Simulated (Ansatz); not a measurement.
Where the default PAW files enter, the runs use the earlier of Ansatz's two default sets.

Evanescent states of WSe$_{2}$ (P6_3/mmc, 6 atoms a cell, 19.8 Å³ an atom, 2 GPa at this level) along the normal of (001)

Calculation: r2SCAN (plane waves, PAW; Ansatz, a program for electronic structure).

The gap is the functional's own, uncorrected, and κ follows it; spin-orbit coupling is left out. Mid-gap means the computed energy nearest the middle.

Energies count from the valence-band top; κ is the least over a 12×12 mesh across the current.

| E (eV) | κ (1/Å) | where |
|---|---|---|
| 0.04 | 0.103 | Γ |
| 0.10 | 0.183 | Γ |
| 0.17 | 0.228 | off Γ |
| 0.24 | … | off Γ |
| 0.32 | … | off Γ |
| 0.39 | … | off Γ |
| 0.46 | … | off Γ |
| 0.53 | … | off Γ |
| 0.59 | … | off Γ |
| 0.67 | … | off Γ |
| 0.73 | … | off Γ |
| 0.81 | … | off Γ |
| 0.88 | 0.116 | off Γ |
| 0.94 | 0.084 | off Γ |
| 1.01 | 0.006 | off Γ |

Task: Fill in the missing entries.

Result: 
- 0.24, κ (1/Å): 0.226
- 0.32, κ (1/Å): 0.220
- 0.39, κ (1/Å): 0.213
- 0.46, κ (1/Å): 0.205
- 0.53, κ (1/Å): 0.196
- 0.59, κ (1/Å): 0.185
- 0.67, κ (1/Å): 0.173
- 0.73, κ (1/Å): 0.158
- 0.81, κ (1/Å): 0.140
